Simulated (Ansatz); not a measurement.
## Hypothetical zinc blende BiB: element substitutions

Start from BiB in the zinc blende structure (space group F-43m, No. 216; a = 5.457 Å; a hypothetical phase, not in the database extracts checked).

Each row replaces one element on all its sites; cell and atoms are relaxed.

Levels (all Ansatz, a quantum-chemistry and plane-wave program, PAW, earlier PAW set): PBEsol (420 eV, without spin-orbit coupling); r2SCAN (500 eV, without spin-orbit coupling); PBEsol+SOC (420 eV, with spin-orbit coupling).

Band gaps by level, all at the geometries relaxed with PBEsol:

```json
[
 {"case": "base", "PBEsol": "0.43 eV", "r2SCAN": "0.52 eV", "PBEsol+SOC": "0.24 eV"},
 {"case": "Bi → Pb", "PBEsol": "zero", "r2SCAN": "zero", "PBEsol+SOC": "zero"},
 {"case": "B → Sb", "PBEsol": "zero", "r2SCAN": "zero", "PBEsol+SOC": "zero"},
 {"case": "Bi → Cr", "PBEsol": "zero", "r2SCAN": "zero", "PBEsol+SOC": "–"}
]
```

The magnetic state is the one reached from the starting moments; the real material's order can differ, and small cells can't hold many antiferromagnetic ones. Single points use the geometry relaxed with PBEsol. Differences between runs with and without spin-orbit coupling are approximate. Spin-orbit coupling, missing from the scalar runs, can matter with Bi. Stability against distortions was not tested. As relaxed here, PbB, BiSb and CrB are hypothetical phases, not in the database extracts checked. Spin-polarised in the final run: PBEsol CrB and r2SCAN CrB; the other scalar runs are not. An odd electron count without spin: PbB. The zero or small gap of BiB can change with the level of theory.
